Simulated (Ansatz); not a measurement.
Levels about the gap of amorphous Si₂₄O₅₃Nb₂ (79 atoms in a cell of 1183 Å³, 2.40 g/cm³; zone centre alone, so wide bands show as single levels with stretches between that a denser mesh fills), at the geometry that PBE relaxed, where it gives 0.9 GPa on a denser mesh. The participation number counts the atoms over which a state spreads; weights are charges in smoothed Voronoi cells. The levels come from a single point, so bond lengths are those of that geometry. Method of the levels: PBE, scalar-relativistic without spin-orbit coupling (Ansatz, a quantum-chemistry and plane-wave program). Sampling: the zone centre alone; Fermi-Dirac width 0.02 eV; no spin polarisation. At PBE the levels at both edges of the gap are localised (band-tail or defect states), and the nearest spread-out levels lie 5.7 eV apart at the zone centre.

The cell was made by melting and quenching with the CHGNet potential and then relaxed with DFT. O atoms were pushed apart under 1.9 Å during the dynamics, to hinder bonds among them. The hot cell started wider than the set density and was brought back towards it in steps. It is the lowest in DFT energy of 2 quenches. It is a model cell: composition and starting density were chosen by hand, and all elements were melted together. No dispersion term was used. Its density started from a set value of 2.40 and ended at 2.40 g/cm³. Cooling (nominally 320 K/ps over its main leg) ran many orders faster than in experiment, which tends to leave more defects and strain. A cell of this size samples the disorder only roughly. The volume was held where the preparation left it and the shape relaxed, at a PBE pressure of 0.9 GPa. Stress components on the final sampling reach 0.9 GPa.

| E - E(highest filled), eV | filling | participation number | largest on | weight O | weight Nb | weight Si |
|---|---|---|---|---|---|---|
| -0.50 | filled | 23.1 | O, 2 neighbours | 0.96 | 0.01 | 0.04 |
| -0.47 | filled | 15.9 | O, 2 neighbours | 0.97 | 0.00 | 0.03 |
| -0.44 | filled | 24.1 | O, 2 neighbours | 0.96 | 0.00 | 0.04 |
| -0.36 | filled | 13.6 | O, 2 neighbours | 0.96 | 0.01 | 0.03 |
| -0.34 | filled | 4.9 | O, 2 neighbours | 0.96 | 0.00 | 0.04 |
| -0.12 | filled | 6.0 | O, 2 neighbours | 0.96 | 0.01 | 0.03 |
| 0.00 | filled | 5.6 | O, 2 neighbours | 0.96 | 0.01 | 0.03 |
| 3.69 | empty | 2.4 | Nb, 5 neighbours | 0.34 | 0.62 | 0.04 |
| 3.90 | empty | 2.6 | Nb, 5 neighbours | 0.35 | 0.61 | 0.04 |
| 4.14 | empty | 2.6 | Nb, 5 neighbours | 0.36 | 0.60 | 0.04 |
| 4.31 | empty | 4.2 | Nb, 5 neighbours | 0.35 | 0.59 | 0.06 |
| 4.40 | empty | 2.7 | Nb, 5 neighbours | 0.36 | 0.59 | 0.05 |
| 4.60 | empty | 4.2 | Nb, 5 neighbours | 0.38 | 0.58 | 0.04 |
| 5.05 | empty | 3.3 | Nb, 5 neighbours | 0.38 | 0.54 | 0.08 |

Most localised among these is the empty level at +3.69 eV, on a Nb atom, which has 5 neighbours (O 1.89 Å, O 1.91 Å, O 1.96 Å, O 1.96 Å, O 1.97 Å).
